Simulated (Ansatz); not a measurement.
# N on the S site + 1 H (zinc-blende ZnS host)

Method: PBE, PAW (plane waves to 420 eV; Ansatz, a program for electronic structure). Cell and caveats: 64-site cell; 2×2×2 shifted k-points; start: the S site; H antibonding at the neighbour; finite-size errors of tenths of an eV.

Neighbours after relaxation, in Å: of the N atom: Zn 1.91, Zn 1.98, Zn 1.98, Zn 2.00, H 3.34; of the H atom: S 1.36, Zn 2.17, Zn 2.91, S 2.99, S 3.01, Zn 3.05, Zn 3.07.

The name describes the start; the neighbours show where the atoms ended.

| charge | moment (μB) | largest move off a lattice site (Å) |
|---|---|---|
| 0 | not spin-polarised | 0.82 |

Not the lowest form: the same atoms on another site or from another start ended lower, by 1.33 eV at charge 0.
